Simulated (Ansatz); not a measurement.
## GaP: pressure 2.1 GPa

The parent structure is GaP in the zinc blende structure (space group F-43m, No. 216; a = 5.506 Å).

One thing is altered: a hydrostatic pressure of 2.1 GPa.

Method: DFT with PBE, PAW potentials and a 420 eV plane-wave cutoff in Ansatz (a quantum-chemistry and plane-wave program), without spin-orbit coupling. Γ-centred 10×10×10 mesh, Fermi–Dirac width 0.05 eV.

The volume per atom decreases by 0.53 Å³, from 20.86 Å³ to 20.33 Å³ and the density grows by 0.10 g/cm³ (4.01 g/cm³ → 4.11 g/cm³). The lattice parameter a falls by 0.089 bohr (10.405 bohr → 10.316 bohr) and the shortest interatomic distance drops by 0.0385 bohr (4.505 bohr → 4.467 bohr). The enthalpy H = E + PV relative to the base's energy amounts to +0.27 eV/atom and the band gap rises by 0.02 eV (1.58 eV → 1.60 eV). The gap character becomes indirect, Γ → Γ–X (87 % along) (base: direct at Γ) and the smallest direct gap goes up by 0.21 eV to 1.79 eV. The width of the top valence band goes up by 0.12 eV (3.28 eV → 3.40 eV) and the electron mass becomes 1.1 mₑ along k, 0.23 mₑ across (off the special points) (base: 0.10 mₑ (at Γ)). The hole mass (degenerate bands, along [100]) becomes 0.11, 0.38, 0.38 mₑ (at Γ) (base: 0.098, 0.40, 0.40 mₑ (at Γ)) and the valley order (the lowest conduction-band minima on the path, energy above the VBM, named in the base's zone) goes from Γ 1.58 eV; L along ⟨111⟩ 1.58 eV; a point along ⟨100⟩, about 1.0 Å⁻¹ from Γ 1.64 eV to a point along ⟨100⟩, about 1.0 Å⁻¹ from Γ 1.60 eV; L along ⟨111⟩ 1.66 eV; Γ 1.79 eV.

Load acts through the strain it causes; cell and atoms are relaxed under it. Effective masses come from finite differences of ±0.01 Å⁻¹. Along k means along the line from Γ to the band edge. Whether these cells are dynamically stable was not tested. Tetrahedral semiconductors of this kind turn to denser phases somewhere between about 1 and 50 GPa; those were not computed, so compressed cells here can lie past the real transition. The real GaP has an indirect gap at ambient pressure; PBE orders its close-lying valleys differently.
